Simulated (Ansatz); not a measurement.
Competing hops of interstitial Cl in fcc Pt, neutral cell

Defect migration in fcc Pt: interstitial Cl, neutral cell. All values below come from PBE, PAW (plane waves to 420 eV; Ansatz, a first-principles code).

Settings: 32 host sites, the relaxed PBE lattice, a 2×2×2 k-point mesh shifted by half a step, smearing 0.10 eV, spin-restricted, no image-charge correction. No zero-point or tunnelling terms. Spin-orbit coupling is left out. Sites that were not tried may lie lower.

Barriers: single points on a 4×4×4 k-point mesh shifted by half a step at the bands' geometries (they differ from the bands' own by up to 0.07 eV, and are uncertain by about as much).

```json
[
 {"Route": "several atoms move together, Cl the farthest", "Start site over the lowest site run (eV)": "0.00", "Hop (Å)": "1.71", "Forward barrier (eV)": "0.82", "Backward barrier (eV)": "0.53", "Neighbours at the start": "4 Pt at 2.12 Å", "Neighbours at the saddle": "3 Pt at 2.13, Pt at 2.61, 2 Pt at 2.75, Pt at 2.76 Å", "Saddle order": "not checked, on a symmetry element", "Forward, on the band's own sampling (eV)": "0.78"}
]
```

Paths come from CI-NEB runs.  A band can be held on a symmetry element, so unchecked saddle points there may be too high.

The whole set of runs took very roughly 1.5 core-hours.
